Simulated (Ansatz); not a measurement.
We consider CsCl-type LaMg, described by PBEsol in Ansatz (plane waves, PAW).

Output (set-up and result lines):

```
WARN output.stress: scf.convergence.dr2_threshold = 1e-7 eV (the SCF's general default) is looser than the 2e-10 eV advised for a printed stress (1e-10 eV for …
Relaxation: its limit of steps is 80 (relax.max_steps)
Crystal: 2 atoms, lattice volume = 61.005 Å³
Basis set: ecut = 520 eV, 1647 PW (Γ), exchange–correlation on 60×60×60 points (8 copies of the dense FFT grid, shifted against one another)
Bands: 15, of which v1, the nominal top of the filled ones, is band 11 counted from 1 (10 counted from 0)
Symmetry: 48 space group operations
Space group: Pm-3m (ITA 221), of the structure as read, at distance tolerance 3.9e-5 Å
k-points: 120 of 2744
Initial density: superposition of atomic densities (chi_scale 0.1, normalization cell, long waves kept (reshape's long-wave potential 0.00 eV rms))
Functional: x = pbesol(κ = 0.804, μ = 0.12345679012345678), c = pbesol(β = 0.046)
SCF iter   1: F=—  HF=-8073.885248 eV  |F-HF|=—  |Δ(HF+E_count)|=         —  Δρ=2.01e-2  dr2=3.59e-1
SCF iter   2: F=—  HF=-8073.792118 eV  |F-HF|=—  |Δ(HF+E_count)|=   9.31e-2  Δρ=1.23e-2  dr2=1.61e-1
  ...
SCF iter   6: F=—  HF=-8073.713802 eV  |F-HF|=—  |Δ(HF+E_count)|=   5.65e-5  Δρ=2.65e-5  dr2=5.60e-7
SCF iter   7: F=-8073.713802 eV  HF=-8073.713802 eV  |F-HF|=9.61e-9  |Δ(HF+E_count)|=   1.88e-8  Δρ=5.25e-6  dr2=2.64e-8
SCF 1 converged in 7 iterations: F = -8073.713802 eV  dr2 = 2.64e-8
relax step   1: F+E_penalty+E_count = -8073.71380214 eV  Δ(F+E_penalty+E_count) = +0.000e0 eV  max|allowed force component| = 6.697e-30 eV/Å  Δτ_max = 0.0000 Å  (7 SCF iters, accepted)
SCF converged after 7 iterations
Free energy (F): -8073.713802 eV
Internal energy: -8073.694998 eV  (E = F + TS)
E sigma→0 (E₀):  -8073.704400 eV
Fermi energy:    8.502067 eV
--- Forces (eV/Å), atoms counted from 1 ---
  atom   1  La     0.00000000     0.00000000     0.00000000
  atom   2  Mg     0.00000000     0.00000000    -0.00000000
--- Stress (GPa, compression-positive) ---
       -0.698163       0.000000       0.000000
        0.000000      -0.698163       0.000000
        0.000000       0.000000      -0.698163
  P = ⅓ Tr σ = -0.6982 GPa (-6.982 kbar)
```

### Question
Write an input file that could have produced this run (the log leaves some choices open).

### Answer
One answer among several that fit: 
Ansatz 0.2 input:
```yaml
crystal:
  lattice:
    - [3.9366137331, 0.0, 0.0]
    - [0.0, 3.9366137331, 0.0]
    - [0.0, 0.0, 3.9366137331]
  atoms:
    - { symbol: La, position: [0.5, 0.5, 0.5] }
    - { symbol: Mg, position: [0.0, 0.0, 0.0] }
basis:
  ecutwfc: 520
  ecutrho_ratio: 4
  xc_grid: 2
kpoints:
  mp_grid: { grid: [14, 14, 14] }
hamiltonian:
  xc: pbesol
  dispersion: none
  pseudopotentials: { azcp: { folder: ./paw }, kind: paw }
scf:
  occupations: { method: fermi_dirac, width: 0.05 }
output:
  forces: true
  stress: true
  eigenvalues: true
relax:
  f_tol: 0.004
  escape_saddle: false
  max_steps: 80
```

The cell is one volume of an energy–volume scan, off the minimum.

The PAW data were made under PBE.

Ansatz is a quantum-chemistry and plane-wave program.
